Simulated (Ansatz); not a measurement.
## Response to strain in MgS

Base system: MgS in the rock salt structure (space group Fm-3m, No. 225).

```yaml
crystal:
  lattice:
    - [0.00000, 2.59100, 2.59100]
    - [2.59100, 0.00000, 2.59100]
    - [2.59100, 2.59100, 0.00000]
  atoms:
    - { symbol: Mg, position: [0.00000, 0.00000, 0.00000] }
    - { symbol: S, position: [0.50000, 0.50000, 0.50000] }
```

Cartesian axes are those of the cell as printed.

Strains are applied to the cell and any free atomic positions relax.

The values are results of Ansatz (a program for electronic structure) PBEsol, no spin-orbit coupling, not measurements.

Notes on the quantities. pressure: mean of the normal stresses, compression positive.

```
change                          smallest direct gap  volume per atom    pressure
------------------------------  -------------------  ---------------  ----------
base                                        3.69 eV         17.39 Å³    0.0 kbar
uniaxial strain ε_zz = −3.00 %              3.89 eV         16.87 Å³   27.0 kbar
uniaxial strain ε_zz = −2.50 %              3.85 eV         16.96 Å³   22.0 kbar
uniaxial strain ε_zz = −2.00 %                    ?         17.05 Å³           ?
uniaxial strain ε_zz = −1.00 %              3.75 eV         17.22 Å³    8.2 kbar
uniaxial strain ε_zz = −0.50 %              3.72 eV         17.31 Å³    4.0 kbar
uniaxial strain ε_zz = +1.50 %              3.53 eV         17.66 Å³  -10.9 kbar
uniaxial strain ε_zz = +2.00 %              3.48 eV         17.74 Å³  -14.3 kbar
uniaxial strain ε_zz = +2.50 %              3.43 eV         17.83 Å³  -17.4 kbar
uniaxial strain ε_zz = +3.00 %              3.38 eV         17.92 Å³  -20.4 kbar
```

### Question
Complete the table.

### Answer

- uniaxial strain ε_zz = −2.00 %, smallest direct gap: 3.82 eV
- uniaxial strain ε_zz = −2.00 %, pressure: 17.2 kbar

Whether these cells are dynamically stable was not tested.
